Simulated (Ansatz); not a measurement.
Ru interstitial in beta Si3N4: one set of geometries, relaxed with PBE, evaluated in Ansatz (PAW, plane waves to 420 eV, 500 eV under r2SCAN) with PBE, r2SCAN.

Set-up: 84-site cell; 2×2×2 shifted k-points; start: void with 6N6Si nearest; charged states image-corrected; corrections pass 1 eV, so highly charged states may be off by several tenths; relaxed from one start, so a lower configuration may exist; flagged in the runs: a host whose relaxation on this sampling wasn't shown to rest, a strain field that reaches the edge of the cell.

```tsv
quantity	PBE	r2SCAN
host gap (eV)	4.25	4.90
ε(+1/0) above the VBM (eV)	2.00	2.12
ε(0/−1) above the VBM (eV)	3.23	3.91
largest moment on one atom at charge +1 (μB)	0.70	0.74
neutral formation energy against hcp Ru (eV)	5.54	5.16
largest moment on one atom at charge 0 (μB)	1.57	1.64
largest moment on one atom at charge −1 (μB)	0.61	0.67
```

PBE narrows the gap by 0.65 eV against r2SCAN, the highest level run, and puts the levels 0.40 eV lower above the valence-band maximum on average.

Ansatz is a quantum-chemistry and plane-wave program.
